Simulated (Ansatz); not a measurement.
Cubic perovskite CsCdF3, treated with PBEsol in Ansatz (plane waves, PAW).

Numerical settings: plane-wave cutoff 520 eV, 8×8×8 k mesh, Fermi–Dirac smearing 0.01 eV, scalar-relativistic PAW data made under PBE.

Results at a series of volumes:

```json
[
 {"V (Å³/atom)": "16.696", "E − E_lowest (meV/atom)": "14.09", "P (GPa)": "4.51"},
 {"V (Å³/atom)": "17.051", "E − E_lowest (meV/atom)": "6.00", "P (GPa)": "2.82"},
 {"V (Å³/atom)": "17.406", "E − E_lowest (meV/atom)": "1.44", "P (GPa)": "1.32"},
 {"V (Å³/atom)": "17.762", "E − E_lowest (meV/atom)": "0.00", "P (GPa)": "0.00"},
 {"V (Å³/atom)": "18.117", "E − E_lowest (meV/atom)": "1.33", "P (GPa)": "-1.18"},
 {"V (Å³/atom)": "18.472", "E − E_lowest (meV/atom)": "5.12", "P (GPa)": "-2.22"},
 {"V (Å³/atom)": "18.827", "E − E_lowest (meV/atom)": "11.09", "P (GPa)": "-3.14"}
]
```

**Question.** Estimate the bulk modulus and its pressure derivative from these points.

**Answer.** V0 = 17.761 Å³/atom, B0 = 62.4 GPa, B′ = 5.0 (fit to the energies at full precision).

Note: the relaxation could not lower the start's symmetry, so the cell can be a saddle point above a distorted one.

Spin–orbit coupling is not included.

Computed values are for the static lattice.

Ansatz is a first-principles code.
